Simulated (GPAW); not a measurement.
**Convergence study of the SCF threshold for Sb (Pm-3m, 1 atom in the cell)**

```
CELL_PARAMETERS angstrom
      3.07409     0.00000     0.00000
      0.00000     3.07409     0.00000
      0.00000     0.00000     3.07409
ATOMIC_POSITIONS crystal
  Sb 0.00000 0.00000 0.00000
```

Method of the run: PBEsol, GPAW PAW datasets PBEsol (made by gpaw-setup) (plane waves; GPAW).

Base settings: mode = pw; ecut = 550 eV; xc = PBEsol; kpts = 9 9 9; mesh shift (steps) = 0 0 0; occupations.name = methfessel-paxton; occupations.width = 0.1 eV; occupations.order = 0; nbands = -5; symmetry.symmorphic = false.

Moved along: convergence.density, convergence.eigenstates.

The mesh stays at the base's, so the ladder's end is converged at best in this setting alone.

Only quantities that move along the ladder and can be compared are tabulated.

The count of work is k-points × plane waves × bands × iterations; it is no time. 

The starting cell comes from a database of computed structures (which also holds hypothetical and non-ambient phases and stackings), without a prior relaxation at this level. Its lattice was rescaled by up to half a per cent.

Steps (convergence.energy): 0.007 eV/electron; 0.0007 eV/electron; 7e-05 eV/electron; 7e-06 eV/electron; 7e-07 eV/electron; 7e-08 eV/electron; 7e-09 eV/electron; 7e-10 eV/electron; 7e-12 eV/electron; 7e-14 eV/electron.

What is the coarsest convergence.energy that holds the pressure within 0.1 GPa of the last step, with all finer ones?

0.0007 eV/electron, at 0.10 of the last step's count of work; the step before is off by 0.29 GPa.

| convergence.energy | pressure (GPa) | count of work / last |
|---|---|---|
| 0.007 eV/electron | -1.87 | 0.078 |
| 0.0007 eV/electron | -1.57 | 0.10 |
| 7e-05 eV/electron | -1.58 | 0.13 |
| 7e-06 eV/electron | -1.58 | 0.14 |
| 7e-07 eV/electron | -1.58 | 0.16 |
| 7e-08 eV/electron | -1.58 | 0.24 |
| 7e-09 eV/electron | -1.58 | 0.27 |
| 7e-10 eV/electron | -1.58 | 0.28 |
| 7e-12 eV/electron | -1.58 | 0.37 |
| 7e-14 eV/electron | -1.58 | 1.0 |
